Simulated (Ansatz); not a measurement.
# fcc Al (0 0 1) on rock-salt PbTe (0 0 1) (film strained to the substrate, faces as cut)

A periodic stack without vacuum, fcc Al (0 0 1) on rock-salt PbTe (0 0 1) (film strained to the substrate, faces as cut): substrate slab Pb8Te8, film Al30, surface cells [[0, -1], [2, 1]] and [[-3, -1], [-1, -2]], film strained by +2.8 and +2.8 %, faces PbTe/PbTe and Al/Al as cut (like faces can put a slab off its formula).

The start was prepared with a machine-learned potential, and the result is one local minimum, with the in-plane cell held and forces under 0.04 eV/Å; the film can end far from its bulk form.

Level of theory: PBE (plane waves to 420 eV, PAW; Ansatz, a program for electronic structure). Spin–orbit coupling is left out; the runs are not spin-polarised. Its k-point mesh 4×4×1, Fermi–Dirac width 0.05 eV.

| Quantity | Result |
|---|---|
| interface area | 43.2 Å² |
| period | 25.38 Å |
| gaps between the outermost planes at the two interfaces | 2.56 and 2.56 Å |
| Al–Te contacts across the interfaces within 1.22 times the sum of covalent radii | 6, mean 2.98 Å |
| Al–Pb contacts across the interfaces within 1.22 times the sum of covalent radii | 4, mean 3.06 Å |

```
CELL_PARAMETERS angstrom
      6.56994    -0.00103     0.12980
     -0.00070     6.57064     0.08772
      1.59877     1.43406    25.44261
ATOMIC_POSITIONS crystal
  Pb 0.96667 0.97991 0.18482
  Pb 0.46691 0.48814 0.18872
  Pb 0.50530 0.02394 0.05741
  Pb 0.01436 0.52357 0.04666
  Pb 0.89125 0.90677 0.44080
  Pb 0.37632 0.42402 0.45051
  Pb 0.43450 0.96298 0.31328
  Pb 0.93657 0.45052 0.30887
  Te 0.96978 0.48451 0.18375
  Te 0.46690 0.98730 0.18850
  Te 0.51448 0.52745 0.04856
  Te 0.00835 0.02163 0.04882
  Te 0.87670 0.40393 0.44776
  Te 0.38268 0.92475 0.44897
  Te 0.43123 0.45699 0.31361
  Te 0.93193 0.95239 0.30950
  Al 0.47112 0.75716 0.63056
  Al 0.07291 0.95154 0.63126
  Al 0.27093 0.35090 0.63345
  Al 0.86962 0.54831 0.63094
  Al 0.67451 0.15346 0.62990
  Al 0.59006 0.47128 0.55426
  Al 0.20030 0.66995 0.55384
  Al 0.39538 0.08194 0.55216
  Al 0.00293 0.27655 0.55125
  Al 0.80465 0.87144 0.55685
  Al 0.41724 0.70837 0.78844
  Al 0.01590 0.90841 0.78838
  Al 0.21738 0.30614 0.78912
  Al 0.81578 0.50633 0.78852
  Al 0.61638 0.10909 0.78757
  Al 0.54385 0.43183 0.70952
  Al 0.14420 0.63223 0.70882
  Al 0.34529 0.03026 0.70963
  Al 0.94308 0.22996 0.70975
  Al 0.74535 0.82850 0.71034
  Al 0.35811 0.66166 0.94586
  Al 0.96564 0.85772 0.94566
  Al 0.16007 0.26911 0.94471
  Al 0.77045 0.46800 0.94486
  Al 0.56020 0.06394 0.94101
  Al 0.49184 0.38817 0.86750
  Al 0.08999 0.58735 0.86438
  Al 0.28741 0.98709 0.86703
  Al 0.88946 0.18220 0.86758
  Al 0.68747 0.78380 0.86760
```
